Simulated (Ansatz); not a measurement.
How a calculation on BiB (P6_3mc, 8 atoms in the cell) responds to its settings

```
BiB
1.0
    3.88257     0.00000     0.00000
   -1.94129     3.36241     0.00000
    0.00000     0.00000    12.71055
B Bi
4 4
Direct
  0.00000   0.00000   0.00000
  0.00000   0.00000   0.50000
  0.66667   0.33333   0.75018
  0.33333   0.66667   0.25018
  0.00000   0.00000   0.81216
  0.00000   0.00000   0.31216
  0.66667   0.33333   0.56329
  0.33333   0.66667   0.06329
```

Base run A: PBE (Ansatz, a quantum-chemistry and plane-wave program), self-consistent single point.

Its settings: kpoints.mp_grid.grid = 5 5 2; hamiltonian.xc = pbe; hamiltonian.pseudopotentials = {kind: paw} (the program's default PAW files); scf.occupations.method = cold; scf.occupations.width = 0.136 eV.

The starting cell was generated: these elements placed on a structure prototype, without a prior relaxation; it need not be a known phase or ordering of this composition. Its lattice was rescaled by a random factor within 2.5 % of one. Ansatz's pressure includes its estimate of the finite-basis (Pulay) stress.

ΔF is the free energy per atom less that of run A. 

| run | scf.occupations.method, scf.occupations.width | ΔF (meV/atom) | pressure (GPa) | largest force (eV/Å) | TS (meV/atom) |
|---|---|---|---|---|---|
| A | cold, 0.136 eV | 0.00 | 0.83 | 0.237 | -0.1 |
| B | gaussian, 0.3 eV | -1.12 | 0.94 | 0.240 | 2.6 |
| C | fermi_dirac, 0.3 eV | -14.7 | 1.26 | 0.196 | 41.9 |
| D | methfessel_paxton, 0.3 eV | 0.26 | 0.90 | 0.249 | -1.2 |
| E | tetrahedron, default | -0.11 | 0.82 | 0.241 | 0.0 |
| F | fixed, default | -0.11 | 0.82 | 0.241 | 0.0 |

Run C against A: The free energy drops by 14.7 meV/atom, the pressure goes from 0.83 to 1.26 GPa and the largest force goes from 0.237 to 0.196 eV/Å.

Run E against A: The free energy stays essentially unchanged (within 1 meV/atom), the pressure hardly changes (0.83 to 0.82 GPa) and the largest force moves little (0.237 to 0.241 eV/Å).

Keys are those of Ansatz 0.2.
